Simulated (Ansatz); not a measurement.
For GeSe2 (model structure, started from the 2H-MoS2 type, P6₃/mmc, No. 194, 6 atoms in the cell), PBEsol (Ansatz, a program for electronic structure, PAW) gives:

| Item | Value |
|---|---|
| lattice constant a | 3.648 Å |
| lattice parameter c | 10.959 Å |
| enthalpy of formation | 0.014 eV/atom |

**Question.** What does PBE-D3(BJ) (plane waves, PAW; Ansatz) give for the same quantities?

**Answer.** 
- lattice constant a: 3.660 Å (increases by 0.3 %)
- lattice parameter c: 11.009 Å (rises by 0.5 %)
- formation enthalpy: 0.014 eV/atom (hardly moves)

Changes are worked out from the printed values.

Unless a cell is named, each level is at its own relaxed cell (PBEsol 21.06, PBE-D3(BJ) 21.28 Å³/atom).

Ansatz's density-functional and Hartree–Fock values are scalar-relativistic unless marked +SOC, with PAW data made under PBE.

A model structure was made by putting elements into a prototype or built by hand; it is no filed structure, need not be a known phase, and can be a saddle point held by its symmetry.
